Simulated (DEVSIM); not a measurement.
System: Ru/SiO2/p-GaSb capacitor, at 300 K.

| layer (left to right) | material | thickness (nm) | Na (cm⁻³) |
|---|---|---|---|
| 1 | SiO2 | 42.0 | - |
| 2 | GaSb | 11000 | 3.2e15 |

Metal gate on the left, work function 4.7 eV. Fixed charge at the semiconductor interface 0 cm⁻² (in units of +e); interface traps 2.1e11 cm⁻² eV⁻¹, uniform in energy, neutral level at 0.7 of the gap above the valence band.

This is a model device: material constants are rounded textbook-type values typed into the input, and sizes, dopings and lifetimes were drawn at random. Values at 300 K.

```
parameter      SiO2    GaSb
-------------  ----  ------
gap (eV)          9   0.726
affinity (eV)   0.9    4.06
permittivity    3.9    15.7
Nc (cm⁻³)         -  2.1e17
Nv (cm⁻³)         -  1.8e19
```

Model (solved in DEVSIM): 1D Poisson equation in equilibrium, Boltzmann statistics, complete ionisation; no quantum confinement or tunnelling. Metal contacts follow the ideal Schottky-Mott rule: no Fermi-level pinning, no interface dipoles.

The SiO2 thickness was swept, all else fixed.

| SiO2 thickness (μm) | capacitance of the dielectric stack (μF/cm²) | minimum of the low-frequency capacitance (μF/cm²) | flat-band voltage (V) | threshold voltage (band bending 2φF) (V) |
|---|---|---|---|---|
| 0.017 | 0.203 | 0.0531 | 0.09 | 0.67 |
| 0.023 | 0.150 | 0.0479 | 0.07 | 0.71 |
| 0.029 | 0.119 | 0.0444 | 0.06 | 0.76 |
| 0.036 | 0.0959 | 0.0407 | 0.04 | 0.82 |
| 0.042 | 0.0822 | 0.0379 | 0.02 | 0.86 |
| 0.05 | 0.0691 | ? | 0.00 | ? |

### Question
Complete the blanks.

### Answer

- 0.05, minimum of the low-frequency capacitance (μF/cm²): 0.0350
- 0.05, threshold voltage (band bending 2φF) (V): 0.93
